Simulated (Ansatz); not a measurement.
## Hypothetical simple cubic Mo: pressure series

Consider Mo in the simple cubic structure (space group Pm-3m, No. 221; a = 2.5988 Å; a hypothetical phase, not in the database extracts checked).

Cell and atoms are relaxed at each pressure.

The values are results of Ansatz (a first-principles code), PBE, PAW, cutoff 420 eV, scalar-relativistic without spin-orbit coupling, not measurements.

```
P (GPa)  V (Å³/atom)
-------  -----------
-2.01         17.744
-1.01         17.647
0.30          17.525
0.70          17.488
1.50          17.417
2.98          17.288
5.00          17.120
7.50          16.922
10.00         16.736
```

A third-order Birch–Murnaghan fit to these points gives V₀ = 17.55 Å³/atom, B₀ = 190 GPa and B₀′ = 4.2. At pressure 10 GPa the volume is 95.3 % of V₀.

Load acts through the strain it causes; cell and atoms are relaxed under it. Whether these cells are dynamically stable was not tested. Competing high-pressure phases were not computed. All final runs are without spin polarisation.
